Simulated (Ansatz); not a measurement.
## Point defect B interstitial in bcc W

All values below come from PBE, PAW (plane waves to 420 eV; Ansatz, an electronic-structure program). Set-up: 54-site cell; 4×4×4 shifted k-points; start: octahedral site; no spin–orbit coupling; energies good to tenths of an eV; the relaxation kept the symmetry of the starting site.

Neighbours after relaxation, in Å: of the B atom: W 1.98, W 1.98, W 2.23, W 2.23, W 2.23, W 2.23.

Formation energies E_f are those of the neutral cell. Chemical conditions: host crystal and elements as references (Δμ(B) = 0.00 eV; B taken from its element, since no compound that bounds it was computed at this level; only phases computed here count, gases as isolated molecules at 0 K). Reference phases: B: alpha boron.

The name describes the start; the neighbours show where the added atom ended.

| charge | moment (μB) | point group | largest move off a lattice site (Å) | E_f, host crystal and elements as references (eV) |
|---|---|---|---|---|
| 0 | not spin-polarised | D4h | 0.39 | 2.10 |

Point groups are those of the whole cell at tolerances of 0.03 and 0.1 Å ("near" where only the looser one holds); none is given for unsettled states.

No other site or start that was run ended lower by more than 0.1 eV.
